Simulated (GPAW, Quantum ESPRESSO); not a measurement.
A Quantum ESPRESSO input for a self-consistent single point of Sr₂MoO₄ (I4/mmm, 7 atoms in the cell) (DFT, PBEsol, plane waves, GBRV 1.5 ultrasoft (PBESOL) pseudopotentials):

```fortran
&CONTROL
   calculation = 'scf',
   prefix = 'run',
   outdir = './out',
   pseudo_dir = './',
   tprnfor = .true.,
   tstress = .true.,
/
&SYSTEM
   ibrav = 0,
   nat = 7,
   ntyp = 3,
   ecutwfc = 40,
   ecutrho = 320,
   occupations = 'smearing',
   smearing = 'gauss',
   degauss = 0.0036749,
/
&ELECTRONS
   conv_thr = 1.0e-11,
   mixing_beta = 0.5,
/
ATOMIC_SPECIES
Sr    87.6200  sr_pbesol_v1.uspp.F.UPF
Mo    95.9500  mo_pbesol_v1.uspp.F.UPF
O     15.9990  o_pbesol_v1.2.uspp.F.UPF
CELL_PARAMETERS {angstrom}
  -1.9467800000     1.9467800000     6.4837050000
   1.9467800000    -1.9467800000     6.4837050000
   1.9467800000     1.9467800000    -6.4837050000
ATOMIC_POSITIONS {crystal}
Sr    0.3510600000    0.3510600000    0.0000000000
Sr    0.6489400000    0.6489400000    0.0000000000
Mo    0.0000000000    0.0000000000    0.0000000000
O     0.5000000000    0.0000000000    0.5000000000
O     0.0000000000    0.5000000000    0.5000000000
O     0.8368200000    0.8368200000    0.0000000000
O     0.1631800000    0.1631800000    0.0000000000
K_POINTS {automatic}
7 7 7  0 0 0
```

### Question
Give the GPAW input for the same structure, mesh, smearing and functional.

### Answer
This is the input that was run; spellings and numerical settings could be chosen otherwise.

```python
from ase import Atoms
from ase.units import GPa
from gpaw import GPAW

atoms = Atoms(['Sr', 'Sr', 'Mo', 'O', 'O', 'O', 'O'],
              cell=[[-1.946780, 1.946780, 6.483705],
                    [1.946780, -1.946780, 6.483705],
                    [1.946780, 1.946780, -6.483705]],
              scaled_positions=[[0.351060, 0.351060, 0.000000],
                                [0.648940, 0.648940, 0.000000],
                                [0.000000, 0.000000, 0.000000],
                                [0.500000, 0.000000, 0.500000],
                                [0.000000, 0.500000, 0.500000],
                                [0.836820, 0.836820, 0.000000],
                                [0.163180, 0.163180, 0.000000]],
              pbc=True)

calc = GPAW(mode={'name': 'pw', 'ecut': 900},
            xc='PBEsol',
            kpts=(7, 7, 7),
            occupations={'name': 'methfessel-paxton', 'width': 0.05, 'order': 0},
            nbands=-15,
            convergence={'forces': 0.001},
            symmetry={'symmorphic': False, 'tolerance': 0.0005},
            maxiter=100,
            txt='-')

atoms.calc = calc

energy = atoms.get_potential_energy()
print('Energy (eV):', round(energy, 6))
forces = atoms.get_forces()
print('Forces (eV/Ang):')
print(forces.round(5))
stress = atoms.get_stress()
print('Stress (GPa, Voigt):', (stress / GPa).round(4))
```

Basis, cutoffs, solver keys and any potentials are the target program's own. This input uses DFT PBEsol, plane waves, GPAW PAW datasets PBEsol (made by gpaw-setup).

The starting cell comes from a database of computed structures (which also holds hypothetical and non-ambient phases and stackings), without a prior relaxation at this level.
